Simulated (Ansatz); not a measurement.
# Defect calculation: F_C in 4H silicon carbide

All values below come from PBE, PAW (plane waves to 420 eV; Ansatz, a program for electronic structure). The supercell holds 96 host sites (3×2×1 repeats of the unit cell), with a 2×2×2 shifted k-point sampling for the final energies. Site at the start: the C(h) site. Finite-size correction: monopole term and site-potential alignment. Dielectric constants: PBE linear response of the host. Host gap at this level: 2.23 eV. A cell of this size leaves errors of a few tenths of an eV. Levels are measured in PBE's own, too narrow, gap. Spin–orbit coupling is left out. Each state is the lowest found from its start.

Formation energies E_f are given with the Fermi level at the valence-band maximum. Chemical conditions: C-rich (Δμ(C) = 0.00 eV, Δμ(F) = -3.81 eV, bounded by SiF4 molecule; only phases computed here count, gases as isolated molecules at 0 K); Si-rich (Δμ(C) = -0.41 eV, Δμ(F) = -3.91 eV, bounded by SiF4 molecule; only phases computed here count, gases as isolated molecules at 0 K). Reference phases: C: graphite, F: F2 molecule in a box.

```tsv
charge	moment (μB)	largest move off a lattice site (Å)	image correction with alignment (eV)	E_f, C-rich (eV)	E_f, Si-rich (eV)
+3	not spin-polarised	0.34	1.48	2.47	2.16
+2	1.0	0.36	0.68	3.11	2.80
+1	not spin-polarised	0.75	0.17	3.86	3.55
0	1.0	0.73	0.00	5.94	5.64
−1†	not spin-polarised	0.72	0.14	–	–
```

† Not settled in this cell, so no level is given: charge −1: level within 0.1 eV of a band edge or past it.

Not the lowest form: the same atoms on another site or from another start ended lower, by 0.19 eV at charge +1. The levels below are those of this configuration alone.

Transition levels above the valence-band maximum: ε(+3/+2) = 0.64 eV; ε(+2/+1) = 0.75 eV; ε(+1/0) = 2.09 eV.

Flagged in the runs: a doubtful potential alignment, a host whose relaxation on this sampling wasn't shown to rest, a strain field that reaches the edge of the cell.
